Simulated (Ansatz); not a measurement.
**Hypothetical P6_422 BeS: pressure 0.3 GPa**

Take BeS (space group P6_422, No. 181; a = 3.4236 Å, c = 7.7457 Å; a hypothetical phase, not in the database extracts checked) as the base.

One thing is altered: a hydrostatic pressure of 0.3 GPa.

All numbers come from Ansatz (a program for electronic structure) PBEsol, no spin-orbit coupling. Γ-centred 11×11×5 mesh, Fermi–Dirac width 0.05 eV.

Volume per atom: 13.07 Å³ (base 13.10 Å³)
Density: 2.61 g/cm³ (base 2.60 g/cm³)
Lattice parameter a: 3.420 Å (base 3.424 Å)
Shortest interatomic distance: 2.142 Å (base 2.144 Å)
Enthalpy H = E + PV relative to the base's energy: +0.02 eV/atom
Band gap: 2.48 eV (an upper bound: an edge found on the path is not a true extremum; both cells) (base 2.48 eV)

Load acts through the strain it causes; cell and atoms are relaxed under it. Whether these cells are dynamically stable was not tested. The base started in P3_121 and relaxed to P6_422 at this level.
